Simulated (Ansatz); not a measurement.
# Energy of CsCl-type CdO (model structure) less that of rock-salt CdO, by level of theory

No measured value is used here.

| level (code) | value (meV/atom) |
|---|---|
| LDA (Ansatz) | 381 |
| PBE (Ansatz) | 400 |
| PBEsol (Ansatz) | 380 |
| PBE-D3(BJ) (Ansatz) | ___ |
| PBE-D4 (Ansatz) | ___ |
| rVV10 (Ansatz) | 394 |

Question: Some entries are withheld; supply them.

Answer: 
- PBE-D3(BJ) (Ansatz, a quantum-chemistry and plane-wave program), value (meV/atom): 376
- PBE-D4 (Ansatz), value (meV/atom): 378

Each level is taken at its own relaxed cell. Ansatz's density-functional and Hartree–Fock values are scalar-relativistic unless marked +SOC, with PAW data made under PBE.

A model structure was made by putting elements into a prototype or built by hand; it is no filed structure, need not be a known phase, and can be a saddle point held by its symmetry.
